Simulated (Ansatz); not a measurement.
# cubic ZrO2 (1 1 1) on wurtzite ZnO (1 0 0) (film strained to the substrate, faces as cut)

A periodic stack without vacuum, cubic ZrO2 (1 1 1) on wurtzite ZnO (1 0 0) (film strained to the substrate, faces as cut): substrate slab Zn20O20, film O24Zr12, surface cells [[1, 1], [-2, 0]] and [[-1, 2], [-1, -1]], film strained by -2.4 and +4.7 %, faces OZn/OZn and O/O as cut (like faces can put a slab off its formula).

The start was prepared with a machine-learned potential, and the result is one local minimum, with the in-plane cell held and forces under 0.04 eV/Å; the film can end far from its bulk form.

Method: PBE (plane waves to 420 eV, PAW; Ansatz, a first-principles code). Spin–orbit coupling is left out; the runs are not spin-polarised; PBE gaps are too small against experiment. Its k-point mesh 5×4×1, Fermi–Dirac width 0.05 eV.

The interface area is 34.7 Å² and the period is 26.97 Å. The gaps between the outermost planes at the two interfaces is 1.56 and 1.64 Å and the Zn–Zr contacts across the interfaces within 1.22 times the sum of covalent radii is 9, mean 3.35 Å. The O–Zn contacts across the interfaces within 1.22 times the sum of covalent radii is 3, mean 2.02 Å and the O–Zr contacts across the interfaces within 1.22 times the sum of covalent radii is 3, mean 2.26 Å.

```
CELL_PARAMETERS angstrom
      6.22644     0.00069    -0.11043
     -3.45298     5.57481     0.14345
     -0.18782    -0.06891    26.97828
ATOMIC_POSITIONS crystal
  Zn 0.44329 0.52540 0.07476
  Zn 0.44840 0.05235 0.07663
  Zn 0.96124 0.56217 0.04536
  Zn 0.93280 0.04317 0.04598
  O  0.82092 0.72887 0.07954
  O  0.82778 0.24883 0.07882
  O  0.29942 0.21474 0.04445
  O  0.34953 0.74618 0.03960
  Zn 0.45962 0.78713 0.18181
  Zn 0.45625 0.28806 0.18157
  Zn 0.95508 0.79094 0.14884
  Zn 0.95645 0.29424 0.14872
  O  0.83883 0.98105 0.18390
  O  0.83570 0.47865 0.18451
  O  0.33395 0.48050 0.14697
  O  0.33396 0.97684 0.14787
  Zn 0.47052 0.03429 0.28584
  Zn 0.46759 0.53294 0.28746
  Zn 0.96492 0.03487 0.25386
  Zn 0.96514 0.53499 0.25399
  O  0.84968 0.22368 0.29017
  O  0.84645 0.72224 0.28966
  O  0.34410 0.72314 0.25271
  O  0.34369 0.22523 0.25269
  Zn 0.48280 0.27474 0.38990
  Zn 0.47828 0.78660 0.39087
  Zn 0.97704 0.27919 0.36046
  Zn 0.97067 0.77594 0.35977
  O  0.86103 0.46701 0.39689
  O  0.85591 0.96532 0.39606
  O  0.34959 0.96784 0.35583
  O  0.35636 0.47187 0.35885
  Zn 0.46880 0.51825 0.47978
  Zn 0.53595 0.05608 0.49870
  Zn 0.98541 0.53394 0.46925
  Zn 0.98246 0.00256 0.46725
  O  0.81972 0.68342 0.50072
  O  0.92941 0.23373 0.50426
  O  0.35835 0.19745 0.45969
  O  0.36284 0.73924 0.46233
  O  0.03424 0.57292 0.58294
  O  0.54806 0.22967 0.56193
  O  0.58988 0.84623 0.56571
  O  0.04355 0.95881 0.59618
  O  0.32079 0.42606 0.61863
  O  0.70540 0.14092 0.64415
  O  0.08159 0.15455 0.70251
  O  0.29852 0.76742 0.67921
  O  0.73788 0.60279 0.66530
  O  0.91732 0.45054 0.74423
  O  0.40007 0.07927 0.75068
  O  0.69102 0.78947 0.73888
  O  0.01878 0.79548 0.80141
  O  0.32319 0.48775 0.77936
  O  0.73344 0.07568 0.80749
  O  0.17644 0.20715 0.85482
  O  0.34964 0.74041 0.85878
  O  0.66346 0.41289 0.84328
  O  0.93113 0.33652 0.90227
  O  0.39266 0.08015 0.92562
  O  0.80242 0.79148 0.89419
  O  0.99099 0.64535 0.97315
  O  0.38642 0.47447 0.95076
  O  0.76808 0.00053 0.97891
  Zr 0.94436 0.21814 0.58537
  Zr 0.34110 0.90260 0.60480
  Zr 0.70607 0.59844 0.58867
  Zr 0.03491 0.81199 0.72347
  Zr 0.38108 0.49876 0.69542
  Zr 0.72039 0.11416 0.71933
  Zr 0.02836 0.42413 0.82437
  Zr 0.37546 0.05319 0.82917
  Zr 0.64463 0.72129 0.81922
  Zr 0.06449 0.12676 0.92709
  Zr 0.39126 0.78199 0.96156
  Zr 0.70298 0.46245 0.92368
```
